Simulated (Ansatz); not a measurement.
CsCl-type AuZn (cubic form, which distorts at low temperature): LDA at its full settings (plane-wave cutoff 520 eV, 18×18×18 k mesh, Fermi–Dirac smearing 0.05 eV, scalar-relativistic PAW data made under PBE) and at cheaper ones, in a cell of 2 atoms with Γ-centred meshes.

```tsv
level and setting	equilibrium lattice constant a (Å)	bulk modulus (GPa)
LDA (Ansatz)	3.096	159
LDA (Γ point alone) (Ansatz)	3.160	153
LDA (2×2×2 k mesh) (Ansatz)	3.098	162
LDA (4×4×4 k mesh) (Ansatz)	3.094	160
```

Largest shifts from the full settings: lattice constant a +2.07 % (LDA (Γ point alone)); bulk modulus -3.8 % (LDA (Γ point alone)), against a difference of +21 % of the full result from the reference 131 GPa (measured, temperature not stated, not corrected to a static lattice; as tabulated in Nepal et al. (2020), arXiv:2007.11150).

Caveats: symmetry holds this phase in the static calculation, where it need not be a minimum (LDA, LDA (Γ point alone), LDA (2×2×2 k mesh), LDA (4×4×4 k mesh)). Ansatz's density-functional and Hartree–Fock values are scalar-relativistic unless marked +SOC, with PAW data made under PBE.

Run with cheap settings on purpose, which may leave them unconverged: LDA (2×2×2 k mesh), LDA (4×4×4 k mesh), LDA (Γ point alone).

Ansatz is a quantum-chemistry and plane-wave program.
